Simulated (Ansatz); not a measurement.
System: Re-vacancy pair (Re on one host Mo site, one Mo site vacant) in bcc Mo (neutral cell). The step: direct exchange of Re with the vacancy (Re-vacancy distance between ideal sites 2.74 Å throughout); the atom moves 2.76 Å along (0.50, 0.50, 0.50) of the unit cell; the moving atom starts with neighbours Mo at 2.70, 2 Mo at 2.71, 4 Mo at 2.73, 3 Mo at 3.14, 2 Mo at 3.16, Mo at 3.18 Å and ends with Mo at 2.70, 2 Mo at 2.71, 4 Mo at 2.73, 3 Mo at 3.14, 2 Mo at 3.16, Mo at 3.18 Å. A PBE band in Ansatz (plane-wave PAW, a 2×2×3 k-point mesh shifted by half a step, 36 host sites, 33 SCF runs with any check of the saddle's order, static, no finite-size correction) gives a forward barrier of 1.35 eV. The saddle point's order was not checked, and it lies on a symmetry element of the cell, where a band can be held. Forms of the defect that were not tried may lie lower.

Single points at the band's start and saddle point can refine it. Rough cost of one point, in units of the band's mean SCF on the same machine:

| Level | Cost of one point |
|---|---|
| PBE, a 3×3×5 k-point mesh shifted by half a step | about 3 |
| r2SCAN at 500 eV, a 2×2×3 k-point mesh shifted by half a step | about 3 |

Question: Which of these move the barrier by more than 0.1 eV, and how far does each move it?

Answer: PBE, a 3×3×5 k-point mesh shifted by half a step: +0.01 eV; r2SCAN at 500 eV, a 2×2×3 k-point mesh shifted by half a step: +0.14 eV. Each functional is compared with PBE at the same k-points.

Ansatz is a quantum-chemistry and plane-wave program.
